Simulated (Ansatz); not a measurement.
# Effect of isotropic strain +5.44 % on Ti3Al

Consider Ti$_{3}$Al (space group P6_3/mmc, No. 194; a = 5.747 Å, c = 4.632 Å).

It is then changed as follows: the cell is scaled by 1.0544 in all directions; the atoms relax in the strained cell.

Method: DFT with r2SCAN, PAW potentials and a 500 eV plane-wave cutoff in Ansatz (a program for electronic structure), no spin-orbit coupling, earlier PAW set. k-mesh 10×10×10 (Γ-centred); smearing 0.05 eV (Fermi–Dirac).

```tsv
quantity	base	changed	shift
volume per atom	16.56 Å³	19.42 Å³	+2.853 Å³
space group	P6_3/mmc (No. 194)	P6_3/mmc (No. 194)	–
shortest interatomic distance	2.813 Å	2.962 Å	+0.149 Å
energy relative to the base (free energy F)	0 meV/atom	+145 meV/atom	+145 meV/atom
pressure (mean of the normal stresses, compression positive)	0.0 GPa	-14.3 GPa	-14.3 GPa
band gap	zero	zero	–
```

Cost of the whole job for the changed cell (relaxation, final SCF and bands): around 8 core-minutes (rough).

Whether these cells are dynamically stable was not tested. The final runs are not spin-polarised.
